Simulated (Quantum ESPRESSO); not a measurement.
A relaxation of the atoms of CaGaSiH (P1, 4 atoms in the cell) with Quantum ESPRESSO.

Method: PBEsol, PseudoDojo standard norm-conserving (PBESOL) pseudopotentials (plane waves; Quantum ESPRESSO 7.5).

The input file:

```fortran
&control
    calculation = 'relax',
    prefix = 'CaGaSiH',
    outdir = './tmp/',
    pseudo_dir = './',
    forc_conv_thr = 1.2e-03,
/
&system
    ibrav = 0,
    nat = 4,
    ntyp = 4,
    ecutwfc = 80,
    occupations = 'smearing',
    smearing = 'fd',
    degauss = 0.0073499,
/
&electrons
    conv_thr = 7.3e-05,
    mixing_beta = 0.7,
/
&ions
/
ATOMIC_SPECIES
H      1.0080  H.upf
Si    28.0850  Si.upf
Ga    69.7230  Ga.upf
Ca    40.0780  Ca.upf
CELL_PARAMETERS angstrom
   4.0911000000     0.0000000000     0.0000000000
  -2.0455500000     3.5429970000     0.0000000000
   0.0000000000     0.0000000000     4.7628000000
ATOMIC_POSITIONS crystal
H    -0.0026410000   -0.0007700000    0.9302530000
Si    0.6702830000    0.3353700000    0.4271350000
Ga    0.0023620000    0.0043710000    0.5527110000
Ca    0.3299950000    0.6610290000    0.0054010000
K_POINTS automatic
5 5 4  0 0 0
```

The program printed (abridged):

```
     Self-consistent Calculation

     iteration #  1     ecut=    80.00 Ry     beta= 0.70

     Threshold (ethr) on eigenvalues was too large:
     Diagonalizing with lowered threshold

     total energy              =    -239.69916388 Ry
     estimated scf accuracy    <       0.09491746 Ry

     iteration #  2     ecut=    80.00 Ry     beta= 0.70

     total energy              =    -239.71658025 Ry
     estimated scf accuracy    <       0.00922389 Ry

     iteration #  3     ecut=    80.00 Ry     beta= 0.70

     total energy              =    -239.71909878 Ry
     estimated scf accuracy    <       0.00134205 Ry

     iteration #  4     ecut=    80.00 Ry     beta= 0.70

     total energy              =    -239.71949088 Ry
     estimated scf accuracy    <       0.00016855 Ry

     iteration #  5     ecut=    80.00 Ry     beta= 0.70
     c_bands:  1 eigenvalues not converged
     End of self-consistent calculation

     the Fermi energy is     8.3355 ev

!    total energy              =    -239.71952848 Ry
     estimated scf accuracy    <       0.00001152 Ry
     smearing contrib. (-TS)   =      -0.00053251 Ry
     internal energy E=F+TS    =    -239.71899597 Ry

     convergence has been achieved in   5 iterations

     Forces acting on atoms (cartesian axes, Ry/au):

     atom    1 type  1   force =     0.00097708   -0.00005281   -0.00723235
     atom    2 type  2   force =    -0.00415177    0.00147431    0.00680579
     atom    3 type  3   force =     0.00289030   -0.00427898    0.00656849
     atom    4 type  4   force =     0.00028439    0.00285748   -0.00614193

     Total force =     0.015322     Total SCF correction =     0.020751
   [... lines left out ...]
     the Fermi energy is     8.3420 ev
!    total energy              =    -239.72030375 Ry
     Total force =     0.001536     Total SCF correction =     0.000804
     bfgs converged in  16 scf cycles and  15 bfgs steps
     Final energy             =    -239.7203037546 Ry
   [... lines left out ...]

     File ./tmp/CaGaSiH.bfgs deleted, as requested
Begin final coordinates

ATOMIC_POSITIONS (crystal)
H                0.0005494530       -0.0006772852        0.9255523878
Si               0.6662401449        0.3338683402        0.4357700101
Ga              -0.0002699335        0.0003947817        0.5548660561
Ca               0.3334793357        0.6664141632       -0.0006884539
End final coordinates

   JOB DONE.
```

The run converged.  The full log also holds: “SCF correction compared to forces is large: reduce conv_thr to get better values”. The full log also holds: “WARNING: bfgs curvature condition failed, Theta= 0.874”.

Summary of the result:
| Quantity | Result |
|---|---|
| Free energy E − TS | -3261.5609 eV |
| Fermi level (on the code's own zero) | 8.34 eV |
| Largest force (vector length) | 0.028 eV/Å |
| Relaxation steps | 15 |

The starting cell comes from a database of published, mostly measured structures (it also holds non-ambient and calculated ones), without a prior relaxation at this level. For this run, on top of that: atoms moved at random.

Cost on one core of a shared machine: roughly 7 min.
